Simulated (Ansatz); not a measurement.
# BeS (model structure, started from the NiAs type, P6₃/mmc, No. 194, 4 atoms in the cell)

Level of theory: PBEsol (Ansatz, an electronic-structure program, plane waves, PAW).

Numerical settings: plane-wave cutoff 520 eV, 12×12×8 k mesh (along the axes of the cell as run), Fermi–Dirac smearing 0.01 eV, scalar-relativistic PAW data made under PBE.

Cell (relaxed with PBEsol):

```cif
data_Be2S2
_chemical_formula_sum 'Be2 S2'
_space_group_name_H-M_alt 'P 1'
_space_group_IT_number 1
_cell_length_a 3.27121
_cell_length_b 3.27121
_cell_length_c 5.20687
_cell_angle_alpha 90.000
_cell_angle_beta 90.000
_cell_angle_gamma 120.000
loop_
_space_group_symop_operation_xyz
  'x, y, z'
loop_
_atom_site_label
_atom_site_type_symbol
_atom_site_fract_x
_atom_site_fract_y
_atom_site_fract_z
_atom_site_occupancy
Be1 Be 0.00000 0.00000 0.00000 1
Be2 Be 0.00000 0.00000 0.50000 1
S1 S 0.33333 0.66667 0.25000 1
S2 S 0.66667 0.33333 0.75000 1
```

```json
{
  "band_gap": "1.39 eV (indirect)",
  "smallest_direct_gap_on_the_k_points_sampled": "3.40 eV"
}
```

Note: the relaxation could raise the start's symmetry but not lower it, so the cell can be a saddle point.

Static lattice: no zero-point or thermal effects.

Computing time: around 9 core-seconds (rough).

A model structure was made by putting elements into a prototype or built by hand; it is no filed structure, need not be a known phase, and can be a saddle point held by its symmetry.
